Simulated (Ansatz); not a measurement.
Amorphous Ga24O38Sn, 63 atoms at 5.06 g/cm³, one PBE-relaxed geometry, zone centre. Methods: PBE, scalar-relativistic without spin-orbit coupling (Ansatz, a quantum-chemistry and plane-wave program); r2SCAN, scalar-relativistic without spin-orbit coupling (Ansatz); HSE06, scalar-relativistic without spin-orbit coupling (Ansatz). Plane waves to 420 eV (r2SCAN 500 eV); exact exchange is cut at the cell's faces. At PBE the levels at the filled edge of the gap are localised (band-tail or defect states), and the nearest spread-out levels lie 1.9 eV apart at the zone centre. All rungs ran without spin polarisation.

Preparation: random packing, a CHGNet melt and quench, and a DFT relaxation. O atoms were pushed apart under 1.9 Å during the dynamics, to hinder bonds among them. The hot cell started wider than the set density and was brought back towards it in steps. It is the lowest in DFT energy of 2 quenches. It is a model cell: composition and starting density were chosen by hand, and all elements were melted together. No dispersion term was used. Its density started from a set value of 5.06 and ended at 5.06 g/cm³. Cooling (nominally 220 K/ps over its main leg) ran many orders faster than in experiment, which tends to leave more defects and strain. One small periodic cell is one sample of the glass; other quenches scatter about these values. The volume was held where the preparation left it and the shape relaxed, at a PBE pressure of 1.9 GPa. Stress components on the final sampling reach 2.0 GPa.

The relaxation ran on the zone centre alone. At PBE the level gap is 1.33 eV on a 2×2×2 Γ-centred mesh, and the spacing at the zone centre alone 1.31 eV.

What zone-centre spacing does r2SCAN give, roughly?

1.84 eV (+0.53 eV against PBE).

What zone-centre spacing does HSE06 give, roughly?

3.02 eV (+1.70 eV against PBE).

The highest filled and the lowest empty state spread over these numbers of atoms (participation numbers): PBE: 2.7 and 58.0; r2SCAN: 2.7 and 57.6; HSE06: 2.7 and 57.4.
